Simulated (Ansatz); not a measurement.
# Ansatz run on CdHgSe2 (R3m, 4 atoms in the cell): self-consistent single point

Method of the run: PBEsol, default PAW files made with PBE (plane waves; Ansatz, a quantum-chemistry and plane-wave program).

Input as run:

Ansatz 0.2 input:
```yaml
# CdHgSe2
crystal:
  lattice:
    - [2.17039400, 1.25307700, 7.08105000]
    - [-2.17039400, 1.25307700, 7.08105000]
    - [0.00000000, -2.50615400, 7.08105000]
  atoms:
    - { symbol: Cd, position: [0.50268400, 0.50268400, 0.50268400] }
    - { symbol: Hg, position: [0.99985300, 0.99985300, 0.99985300] }
    - { symbol: Se, position: [0.87420300, 0.87420300, 0.87420300] }
    - { symbol: Se, position: [0.37560000, 0.37560000, 0.37560000] }
basis:
  ecutwfc: 420.0 eV
kpoints:
  mp_grid: { grid: [8, 8, 8] }
hamiltonian:
  xc: pbesol
  pseudopotentials: { kind: paw }
scf:
  occupations: { method: gaussian, width: 0.1 eV }
output:
  forces: true
  eigenvalues: true
  stress: true
```

Output, abridged:

```
WARN ansatz: RAYON_NUM_THREADS=1 ignored (pool sized by the plan → 1); use --threads N
basis.fft_grid_basis auto: the FFT boxes are laid along the combinations [[1, 0, -1], [0, 1, -1], [0, 0, 1]] of the cell's own vectors, 4.341, 4.341 and 7.511 …
Pseudopotentials: kind: paw
Pseudopotential: Cd, paw, valence charge 20
Pseudopotential: Hg, paw, valence charge 20
Pseudopotential: Se, paw, valence charge 16
Crystal: 4 atoms, lattice volume = 115.549 Å³
Basis set: ecut = 420 eV, 2297 PW (Γ), FFT grids on a1−a3, a2−a3, a3, exchange–correlation on 60×60×108 points (8 copies of the dense FFT grid, shifted against one another)
Bands: 44, of which v1, the nominal top of the filled ones, is band 36 counted from 1 (35 counted from 0)
Symmetry: 6 space group operations
Space group: R3m (ITA 160), of the structure as read, at distance tolerance 4.9e-5 Å
k-points: 65 of 512 (time reversal used)
PAW frozen core: Cd, regenerated for the run's functional, and the local potential with it
PAW frozen core: Hg, regenerated for the run's functional, and the local potential with it
PAW frozen core: Se, regenerated for the run's functional, and the local potential with it
Initial density: superposition of atomic densities (neutral atoms: chi_scale 0, normalization atom), corrected by the library's trained network
Initial wavefunctions: pseudopotential atomic-orbital guess
Eigensolver: davidson
Functional: x = pbesol(κ = 0.804, μ = 0.12345679012345678), c = pbesol(β = 0.046)
SCF iter   1: F=—  HF=-32702.023127 eV  |F-HF|=—  |Δ(HF+E_count)|=         —  Δρ=3.81e-3  dr2=2.31e-2  ethr=1.77e-3  ⟨swp⟩=6.9  Hψ=10642  notcnv=0  defer=24
all-band conjugate gradients solve this SCF's bands
preconditioner: auto → Resta (q_TF=auto, 2.521 Å⁻¹)
SCF iter   2: F=—  HF=-32702.017911 eV  |F-HF|=—  |Δ(HF+E_count)|=   5.22e-3  Δρ=1.65e-3  dr2=5.05e-3  ethr=3.20e-5  ⟨swp⟩=2.1  Hψ=4621  notcnv=0  defer=34
SCF iter   3: F=—  HF=-32702.017149 eV  |F-HF|=—  |Δ(HF+E_count)|=   7.63e-4  Δρ=5.33e-4  dr2=5.63e-4  ethr=7.02e-6  ⟨swp⟩=2.0  Hψ=3148  notcnv=0  defer=34
SCF iter   4: F=—  HF=-32702.017353 eV  |F-HF|=—  |Δ(HF+E_count)|=   2.04e-4  Δρ=2.20e-4  dr2=8.01e-5  ethr=7.82e-7  ⟨swp⟩=2.0  Hψ=3869  notcnv=0  defer=34
SCF iter   5: F=—  HF=-32702.017483 eV  |F-HF|=—  |Δ(HF+E_count)|=   1.30e-4  Δρ=7.82e-5  dr2=8.27e-6  ethr=1.11e-7  ⟨swp⟩=2.1  Hψ=3997  notcnv=0  defer=34
SCF iter   6: F=—  HF=-32702.017491 eV  |F-HF|=—  |Δ(HF+E_count)|=   7.89e-6  Δρ=2.93e-5  dr2=7.75e-7  ethr=1.15e-8  ⟨swp⟩=2.0  Hψ=4909  notcnv=0  defer=34
SCF iter   7: F=-32702.017492 eV  HF=-32702.017492 eV  |F-HF|=4.12e-8  |Δ(HF+E_count)|=   1.42e-6  Δρ=8.60e-6  dr2=8.60e-8  ethr=1.39e-10  ⟨swp⟩=9.7  Hψ=13562  notcnv=0
SCF 1 converged in 7 iterations: F = -32702.017492 eV  dr2 = 8.60e-8
SCF converged after 7 iterations
Free energy (F): -32702.017492 eV
Harris-Foulkes:  -32702.017492 eV  (|F-HF|=4.12e-8)
Internal energy: -32702.017030 eV  (E = F + TS)
E sigma→0 (E₀):  -32702.017261 eV
Entropy (-TS):   -0.000462 eV (-0.116 meV/atom)
Fermi energy:    7.730021 eV
--- Per-component energies (eV) ---
  E_band       = -1794.682369
  E_kinetic    = 1343.990202
  E_local      = -12289.615298  (includes V_loc(G=0)·N_el)
  E_nonlocal   = -1071.452968
  E_hartree    = 5723.429213
  E_xc         = -599.481063
  E_vxc        = -676.845170  (∫ρ·V_xc dr)
  E_paw        = -17550.485074  (= ΣΔE_a)
  E_vpaw       = -547.615984  (= ΣTr[D̂ρ^β])
  E_aug_tail   = -0.000328  (compensation charges beyond the density's cutoff)
  E_ewald      = -8261.089226
  E_core_change = 2.687512  (= ΣΔE_core)
  E_smearing   = -0.000462  (= −TS)
  E_closure    = 0.000000  (closes the sum)
  Σ components = -32702.017492   (vs F -32702.017492, Δ=0.00e0)
--- Forces (eV/Å), atoms counted from 1 ---
  atom   1  Cd     0.00000000    -0.00000000    -0.23704431
  atom   2  Hg     0.00000000     0.00000000     0.05777917
  atom   3  Se     0.00000000     0.00000000     0.05177315
  atom   4  Se    -0.00000000     0.00000000     0.12745859
  max |Σ_I F_I| component: 3.34e-5 eV/Å
--- Stress (GPa, compression-positive) ---
       -0.485243       0.000000       0.000000
        0.000000      -0.485243      -0.000000
        0.000000      -0.000000      -1.107747
  P = ⅓ Tr σ = -0.6927 GPa (-6.927 kbar)
  The stress holds the Pulay correction. Without it, at fixed plane waves, as pw.x and ABINIT print it: P = -0.7181 GPa
--- Band table (eV; the first three rows and the last of 65) ---
  k-point 0: bands = ["-106.5124", "-94.1117", "-55.2111", "-55.2100", "-55.2100", "-54.9238", "-54.9238", "-54.9232", "-39.4946", "-39.4946", "-39.4720", "-39.4720", "-39.4666", "-39.4457", "-39.4391", "-39.4391", "-39.4269", "-39.4269", "-5.2690", [...]
  k-point 1: bands = ["-106.5124", "-94.1117", "-55.2111", "-55.2100", "-55.2100", "-54.9239", "-54.9239", "-54.9232", "-39.4946", "-39.4946", "-39.4720", "-39.4720", "-39.4666", "-39.4457", "-39.4391", "-39.4391", "-39.4269", "-39.4269", "-5.2156", [...]
  k-point 2: bands = ["-106.5124", "-94.1117", "-55.2111", "-55.2101", "-55.2100", "-54.9240", "-54.9239", "-54.9232", "-39.4946", "-39.4946", "-39.4720", "-39.4719", "-39.4665", "-39.4456", "-39.4391", "-39.4391", "-39.4269", "-39.4269", "-5.0788", [...]
  k-point 64: bands = ["-106.5124", "-94.1117", "-55.2111", "-55.2100", "-55.2100", "-54.9238", "-54.9238", "-54.9232", "-39.4946", "-39.4946", "-39.4720", "-39.4720", "-39.4666", "-39.4457", "-39.4391", "-39.4391", "-39.4269", "-39.4269", [...]
```

The run converged in 7 iterations.

The starting cell comes from a database of computed structures (which also holds hypothetical and non-ambient phases and stackings), without a prior relaxation at this level. Its lattice was rescaled by up to half a per cent. One atom was moved a little off its site on purpose. Spin-orbit coupling is off. Ansatz's pressure includes its estimate of the finite-basis (Pulay) stress. The run gives no clean gap (levels at the Fermi energy touch, overlap or are partly filled at this smearing), which alone does not show that the compound is a metal.
